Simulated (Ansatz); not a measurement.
**Input and output of a self-consistent single point for AlV₂C (P6_3/mmc, 8 atoms in the cell) (Ansatz, a program for electronic structure)**

Computed with PBE (plane waves, PAW; Ansatz).

Input as run:

Ansatz 0.2 input:
```yaml
crystal:
  lattice:
    - [2.85237100, 0.00000000, 0.00000000]
    - [-1.42618600, 2.47022600, 0.00000000]
    - [0.00000000, 0.00000000, 12.94494100]
  atoms:
    - { symbol: Al, position: [0.33333300, 0.66666700, 0.25000000] }
    - { symbol: Al, position: [0.66666700, 0.33333300, 0.75000000] }
    - { symbol: V, position: [0.33333300, 0.66666700, 0.58638000] }
    - { symbol: V, position: [0.66666700, 0.33333300, 0.41362000] }
    - { symbol: V, position: [0.66666700, 0.33333300, 0.08638000] }
    - { symbol: V, position: [0.33333300, 0.66666700, 0.91362000] }
    - { symbol: C, position: [0.00000000, 0.00000000, 0.00000000] }
    - { symbol: C, position: [0.00000000, 0.00000000, 0.50000000] }
kpoints:
  mp_grid:
    grid: [12, 12, 3]
hamiltonian:
  xc: pbe
  pseudopotentials:
    kind: paw
scf:
  occupations:
    method: gaussian
    width: 0.136 eV
output:
  forces: true
  eigenvalues: true
  stress: true
```

Output, abridged:

```
WARN the atoms were moved onto the symmetric positions of the space group found under crystal.symmetry.tolerance 1.0e-5 (fractional …
WARN basis.ecutwfc = 420 eV, the default
WARN ansatz: RAYON_NUM_THREADS=1 ignored (pool sized by the plan → 1); use --threads N
Pseudopotentials: kind: paw
Pseudopotential: Al, paw, valence charge 3
Pseudopotential: V, paw, valence charge 13
Pseudopotential: C, paw, valence charge 4
Crystal: 8 atoms, lattice volume = 91.210 Å³
Basis set: ecut = 420 eV, 1771 PW (Γ), exchange–correlation on 40×40×180 points (8 copies of the dense FFT grid, shifted against one another)
Bands: 41, of which v1, the nominal top of the filled ones, is band 33 counted from 1 (32 counted from 0)
Symmetry: 24 space group operations
Space group: P63/mmc (ITA 194), of the structure as read, at distance tolerance 4.5e-5 Å
k-points: 38 of 432
Initial density: superposition of atomic densities (neutral atoms: chi_scale 0, normalization atom), corrected by the library's trained network
Initial wavefunctions: pseudopotential atomic-orbital guess
Eigensolver: davidson
Functional: x = pbe(κ = 0.804, μ = 0.2195149727645171), c = pbe(β = 0.06672455060314922)
SCF iter   1: F=—  HF=-13230.649354 eV  |F-HF|=—  |Δ(HF+E_count)|=         —  Δρ=6.94e-3  dr2=6.99e-2  ethr=1.77e-3  ⟨swp⟩=6.0  Hψ=5557  notcnv=0
all-band conjugate gradients solve this SCF's bands
preconditioner: auto → Kerker (q_TF=auto, 2.585 Å⁻¹)
SCF iter   2: F=—  HF=-13230.640677 eV  |F-HF|=—  |Δ(HF+E_count)|=   8.68e-3  Δρ=2.55e-3  dr2=1.41e-2  ethr=1.06e-4  ⟨swp⟩=1.7  Hψ=1971  notcnv=0
SCF iter   3: F=—  HF=-13230.639023 eV  |F-HF|=—  |Δ(HF+E_count)|=   1.65e-3  Δρ=1.11e-3  dr2=3.23e-3  ethr=2.13e-5  ⟨swp⟩=1.8  Hψ=1639  notcnv=0
SCF iter   4: F=—  HF=-13230.638544 eV  |F-HF|=—  |Δ(HF+E_count)|=   4.79e-4  Δρ=3.83e-4  dr2=1.83e-4  ethr=4.89e-6  ⟨swp⟩=2.0  Hψ=1966  notcnv=0
SCF iter   5: F=—  HF=-13230.638505 eV  |F-HF|=—  |Δ(HF+E_count)|=   3.92e-5  Δρ=7.64e-5  dr2=4.80e-6  ethr=2.78e-7  ⟨swp⟩=2.0  Hψ=2094  notcnv=0
SCF iter   6: F=—  HF=-13230.638559 eV  |F-HF|=—  |Δ(HF+E_count)|=   5.40e-5  Δρ=3.70e-5  dr2=1.41e-6  ethr=7.27e-9  ⟨swp⟩=2.1  Hψ=2112  notcnv=0
SCF iter   7: F=-13230.638558 eV  HF=-13230.638558 eV  |F-HF|=4.53e-9  |Δ(HF+E_count)|=   1.64e-7  Δρ=5.13e-6  dr2=1.78e-8  ethr=1.52e-10  ⟨swp⟩=6.6  Hψ=6417  notcnv=0
SCF 1 converged in 7 iterations: F = -13230.638558 eV  dr2 = 1.78e-8
SCF converged after 7 iterations
Free energy (F): -13230.638558 eV
Harris-Foulkes:  -13230.638558 eV  (|F-HF|=4.53e-9)
Internal energy: -13230.595167 eV  (E = F + TS)
E sigma→0 (E₀):  -13230.616863 eV
Entropy (-TS):   -0.043392 eV (-5.424 meV/atom)
Fermi energy:    14.532359 eV
--- Per-component energies (eV) ---
  E_band       = -615.956140
  E_kinetic    = 1585.382171
  E_local      = -6393.386789  (includes V_loc(G=0)·N_el)
  E_nonlocal   = -112.959622
  E_hartree    = 2982.108442
  E_xc         = -705.365135
  E_vxc        = -849.320639  (∫ρ·V_xc dr)
  E_paw        = -5583.055350  (= ΣΔE_a)
  E_vpaw       = -809.881181  (= ΣTr[D̂ρ^β])
  E_aug_tail   = 0.001113  (compensation charges beyond the density's cutoff)
  E_ewald      = -5003.319997
  E_smearing   = -0.043392  (= −TS)
  E_closure    = 0.000000  (closes the sum)
  Σ components = -13230.638558   (vs F -13230.638558, Δ=0.00e0)
--- Forces (eV/Å), atoms counted from 1 ---
  atom   1  Al    -0.00000000     0.00000000     0.00000000
  atom   2  Al     0.00000000    -0.00000000     0.00000000
  atom   3  V     -0.00000000     0.00000000     0.20870029
  atom   4  V      0.00000000    -0.00000000    -0.20870029
  atom   5  V      0.00000000    -0.00000000     0.20870029
  atom   6  V     -0.00000000     0.00000000    -0.20870029
  atom   7  C      0.00000000     0.00000000    -0.00000000
  atom   8  C      0.00000000    -0.00000000     0.00000000
  max |Σ_I F_I| component: 1.99e-16 eV/Å
--- Stress (GPa, compression-positive) ---
       10.532688       0.000000       0.000000
        0.000000      10.532688       0.000000
        0.000000       0.000000      10.038956
  P = ⅓ Tr σ = 10.3681 GPa (103.681 kbar)
  The stress holds the Pulay correction. Without it, at fixed plane waves, as pw.x and ABINIT print it: P = 10.1568 GPa
--- Band table (eV; the first three rows and the last of 38) ---
  k-point 0: bands = ["-49.7846", "-49.7846", "-49.7179", "-49.7178", "-23.8667", "-23.8639", "-23.4910", "-23.4879", "-23.4215", "-23.4215", "-23.4215", "-23.4215", "-23.3803", "-23.3803", "-23.3802", "-23.3802", "1.7543", "1.8575", "5.3083", [...]
  k-point 1: bands = ["-49.7846", "-49.7846", "-49.7179", "-49.7178", "-23.8660", "-23.8646", "-23.4902", "-23.4887", "-23.4215", "-23.4215", "-23.4215", "-23.4215", "-23.3803", "-23.3803", "-23.3802", "-23.3802", "1.7789", "1.8304", "5.4413", [...]
  k-point 2: bands = ["-49.7796", "-49.7795", "-49.7148", "-49.7147", "-23.8590", "-23.8563", "-23.5010", "-23.4984", "-23.4423", "-23.4418", "-23.4313", "-23.4313", "-23.4051", "-23.4050", "-23.3836", "-23.3835", "1.8744", "1.9691", "5.4746", [...]
  k-point 37: bands = ["-49.6825", "-49.6825", "-49.6825", "-49.6825", "-23.7772", "-23.7772", "-23.7563", "-23.7563", "-23.7559", "-23.7559", "-23.6387", "-23.6386", "-23.5180", "-23.5180", "-23.5170", "-23.5170", "3.8771", "3.8772", "9.2762", [...]
```

The run converged in 7 iterations.

The starting cell comes from a database of computed structures (which also holds hypothetical and non-ambient phases and stackings), without a prior relaxation at this level. Its lattice was rescaled by a random factor within 2.5 % of one. Spin polarisation is off. With a pressure of about 10 GPa the cell is away from its equilibrium volume at this level. Ansatz's pressure includes its estimate of the finite-basis (Pulay) stress.
